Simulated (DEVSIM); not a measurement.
System: illuminated Si p-on-n cell, one wavelength, with a back-surface field, at 250 K.

Layer 1 from the left is Si, thickness (μm) 0.0520, Na (cm⁻³) 5.7e18, τn (s) 5.4e-7, τp (s) 3.3e-8, absorption coefficient (cm⁻¹) 91000. Layer 2 from the left is Si, thickness (μm) 46.0, Nd (cm⁻³) 6.8e15, τn (s) 8.9e-7, τp (s) 8.9e-7, absorption coefficient (cm⁻¹) 91000. Layer 3 from the left is Si, thickness (μm) 0.920, Nd (cm⁻³) 3.5e18, τn (s) 8.9e-7, τp (s) 8.9e-7, absorption coefficient (cm⁻¹) 91000.

Left contact: ohmic, minority electron recombination velocity 3e5 cm/s. Right contact: ohmic, minority hole recombination velocity 2e5 cm/s. Voltage is applied to the left contact. Recombination: SRH at mid-gap, radiative, Auger. Light enters at the left, 7.5e17 photons cm⁻² s⁻¹, one pass, no reflection. Mobility is μmin + (μ − μmin)/(1 + (N/Nref)^α).

The device is made up for the run: typed textbook-type constants, with dimensions and the other settings drawn at random. Values at 300 K; Nc and Nv go as T^1.5, mobilities as T to minus their exponent, the gap by Varshni's rule with the affinity fixed.

Si: gap (eV) 1.124, affinity (eV) 4.05, permittivity 11.7, Nc (cm⁻³) 2.86e19, Nv (cm⁻³) 3.1e19, μn (cm²/Vs) 1417, μp (cm²/Vs) 470, μn,min 52, μp,min 45, Nref,n 9.7e16, Nref,p 2.2e17, αn 0.68, αp 0.72, T exponent of μn 2.3, T exponent of μp 2.2, B (cm³/s) 4.7e-15, Cn (cm⁶/s) 2.8e-31, Cp (cm⁶/s) 9.9e-32, Varshni α (eV/K) 0.000473, Varshni β (K) 636.

DEVSIM, 1D drift-diffusion, Boltzmann statistics, complete ionisation; no tunnelling, impact ionisation, image-force lowering or self-heating.

Q: What does the simulation give for the fill factor, the short-circuit current, the open-circuit voltage, the dark forward voltage at 1 A/cm²?

A: fill factor 0.87; short-circuit current 113 mA/cm²; open-circuit voltage 0.710 V; dark forward voltage at 1 A/cm² 0.765 V.
